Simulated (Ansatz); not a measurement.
Ansatz (a program for electronic structure) run on Cu2Sn2Pd (P-3m1, 5 atoms in the cell): self-consistent single point

Method of the run: PBEsol, default PAW files made with PBE (plane waves; Ansatz).

Input:

Ansatz 0.2 input:
```yaml
crystal:
  lattice:
    - [4.426468, 0.000000, 0.000000]
    - [-2.213234, 3.833434, 0.000000]
    - [0.000000, 0.000000, 5.535092]
  atoms:
    - { symbol: Cu, position: [0.333333, 0.666667, 0.702340] }
    - { symbol: Cu, position: [0.666667, 0.333333, 0.297660] }
    - { symbol: Sn, position: [0.333333, 0.666667, 0.204230] }
    - { symbol: Sn, position: [0.666667, 0.333333, 0.795770] }
    - { symbol: Pd, position: [0.000000, 0.000000, 0.500000] }
kpoints:
  mp_grid: { grid: [7, 7, 5] }
hamiltonian:
  xc: pbesol
  pseudopotentials: { kind: paw }
scf:
  occupations: { method: fermi_dirac, width: 0.1 }
output:
  forces: true
  eigenvalues: true
  stress: true
```

Output, abridged:

```
WARN the atoms were moved onto the symmetric positions of the space group found under crystal.symmetry.tolerance 1.0e-5 (fractional …
WARN basis.ecutwfc = 420 eV, the default
WARN ansatz: RAYON_NUM_THREADS=1 ignored (pool sized by the plan → 1); use --threads N
Pseudopotentials: kind: paw
Pseudopotential: Cu, paw, valence charge 19
Pseudopotential: Sn, paw, valence charge 14
Pseudopotential: Pd, paw, valence charge 18
Crystal: 5 atoms, lattice volume = 93.923 Å³
Basis set: ecut = 420 eV, 1849 PW (Γ), exchange–correlation on 60×60×80 points (8 copies of the dense FFT grid, shifted against one another)
Bands: 51, of which v1, the nominal top of the filled ones, is band 42 counted from 1 (41 counted from 0)
Symmetry: 12 space group operations
Space group: P-3m1 (ITA 164), of the structure as read, at distance tolerance 4.5e-5 Å
k-points: 32 of 245
PAW frozen core: Cu, regenerated for the run's functional, and the local potential with it
PAW frozen core: Sn, regenerated for the run's functional, and the local potential with it
PAW frozen core: Pd, regenerated for the run's functional, and the local potential with it
Initial density: superposition of atomic densities (neutral atoms: chi_scale 0, normalization atom), corrected by the library's trained network
Initial wavefunctions: pseudopotential atomic-orbital guess
Eigensolver: davidson
Functional: x = pbesol(κ = 0.804, μ = 0.12345679012345678), c = pbesol(β = 0.046)
SCF iter   1: F=—  HF=-31984.237358 eV  |F-HF|=—  |Δ(HF+E_count)|=         —  Δρ=1.17e-2  dr2=1.17e-1  ethr=1.77e-3  ⟨swp⟩=7.1  Hψ=6444  notcnv=0  defer=16
all-band conjugate gradients solve this SCF's bands
preconditioner: auto → LDOS
SCF iter   2: F=—  HF=-31984.277953 eV  |F-HF|=—  |Δ(HF+E_count)|=   4.06e-2  Δρ=2.14e-2  dr2=2.49e-1  ethr=1.39e-4  ⟨swp⟩=2.0  Hψ=3465  notcnv=0  defer=55
SCF iter   3: F=—  HF=-31984.220381 eV  |F-HF|=—  |Δ(HF+E_count)|=   5.76e-2  Δρ=6.57e-3  dr2=2.56e-2  ethr=1.39e-4  ⟨swp⟩=2.0  Hψ=3154  notcnv=0  defer=55
SCF iter   4: F=—  HF=-31984.215642 eV  |F-HF|=—  |Δ(HF+E_count)|=   4.74e-3  Δρ=1.05e-3  dr2=6.87e-4  ethr=3.05e-5  ⟨swp⟩=2.0  Hψ=2184  notcnv=0  defer=34
SCF iter   5: F=—  HF=-31984.215495 eV  |F-HF|=—  |Δ(HF+E_count)|=   1.47e-4  Δρ=1.87e-4  dr2=2.79e-5  ethr=8.18e-7  ⟨swp⟩=2.0  Hψ=2095  notcnv=0  defer=34
SCF iter   6: F=—  HF=-31984.215499 eV  |F-HF|=—  |Δ(HF+E_count)|=   4.39e-6  Δρ=3.79e-5  dr2=1.40e-6  ethr=3.33e-8  ⟨swp⟩=2.2  Hψ=2421  notcnv=0  defer=34
SCF iter   7: F=-31984.215499 eV  HF=-31984.215499 eV  |F-HF|=5.02e-8  |Δ(HF+E_count)|=   4.03e-8  Δρ=1.17e-5  dr2=9.19e-8  ethr=1.19e-10  ⟨swp⟩=8.7  Hψ=8234  notcnv=0
SCF 1 converged in 7 iterations: F = -31984.215499 eV  dr2 = 9.19e-8
SCF converged after 7 iterations
Free energy (F): -31984.215499 eV
Harris-Foulkes:  -31984.215499 eV  (|F-HF|=5.02e-8)
Internal energy: -31984.146951 eV  (E = F + TS)
E sigma→0 (E₀):  -31984.181225 eV
Entropy (-TS):   -0.068548 eV (-13.710 meV/atom)
Fermi energy:    13.309712 eV
--- Per-component energies (eV) ---
  E_band       = -1206.966633
  E_kinetic    = 1487.943284
  E_local      = -14174.719229  (includes V_loc(G=0)·N_el)
  E_nonlocal   = 946.889613
  E_hartree    = 6558.935539
  E_xc         = -1102.015169
  E_vxc        = -633.209234  (∫ρ·V_xc dr)
  E_paw        = -15075.704634  (= ΣΔE_a)
  E_vpaw       = -1951.718112  (= ΣTr[D̂ρ^β])
  E_aug_tail   = 0.000737  (compensation charges beyond the density's cutoff)
  E_ewald      = -10626.761700
  E_core_change = 1.284608  (= ΣΔE_core)
  E_smearing   = -0.068548  (= −TS)
  E_closure    = 0.000000  (closes the sum)
  Σ components = -31984.215499   (vs F -31984.215499, Δ=0.00e0)
--- Forces (eV/Å), atoms counted from 1 ---
  atom   1  Cu    -0.00000000    -0.00000000    -0.16243496
  atom   2  Cu     0.00000000     0.00000000     0.16243496
  atom   3  Sn     0.00000000    -0.00000000     0.10857262
  atom   4  Sn    -0.00000000     0.00000000    -0.10857262
  atom   5  Pd     0.00000000     0.00000000     0.00000000
  max |Σ_I F_I| component: 1.39e-17 eV/Å
--- Stress (GPa, compression-positive) ---
       -6.364691       0.000000       0.000000
        0.000000      -6.364691       0.000000
        0.000000       0.000000      -5.471874
  P = ⅓ Tr σ = -6.0671 GPa (-60.671 kbar)
  The stress holds the Pulay correction. Without it, at fixed plane waves, as pw.x and ABINIT print it: P = -6.1319 GPa
--- Band table (eV; the first three rows and the last of 32) ---
  k-point 0: bands = ["-99.3046", "-99.3045", "-70.8326", "-56.8343", "-56.8335", "-56.8334", "-56.8334", "-56.8329", "-56.8329", "-36.6155", "-36.6155", "-36.5448", "-8.0153", "-7.9963", "-7.9963", "-7.9672", "-7.9672", "-7.9654", "-7.9388", [...]
  k-point 1: bands = ["-99.3046", "-99.3045", "-70.8326", "-56.8343", "-56.8335", "-56.8334", "-56.8334", "-56.8329", "-56.8329", "-36.6155", "-36.6155", "-36.5448", "-8.0136", "-7.9950", "-7.9950", "-7.9702", "-7.9702", "-7.9639", "-7.9357", [...]
  k-point 2: bands = ["-99.3046", "-99.3045", "-70.8326", "-56.8343", "-56.8336", "-56.8334", "-56.8334", "-56.8329", "-56.8329", "-36.6155", "-36.6155", "-36.5448", "-8.0107", "-7.9923", "-7.9923", "-7.9753", "-7.9753", "-7.9614", "-7.9307", [...]
  k-point 31: bands = ["-99.3045", "-99.3045", "-70.8326", "-56.8342", "-56.8341", "-56.8334", "-56.8331", "-56.8330", "-56.8329", "-36.6161", "-36.6159", "-36.5447", "-7.9931", "-7.9881", "-7.9823", "-7.9622", "-7.9572", "-7.9490", "-7.9415", [...]
```

The run converged in 7 iterations.

The starting cell comes from a database of computed structures (which also holds hypothetical and non-ambient phases and stackings), without a prior relaxation at this level. Its lattice was rescaled by a random factor within 2.5 % of one. Spin polarisation is off. With a pressure of about -6 GPa the cell is away from its equilibrium volume at this level. Ansatz's pressure includes its estimate of the finite-basis (Pulay) stress.
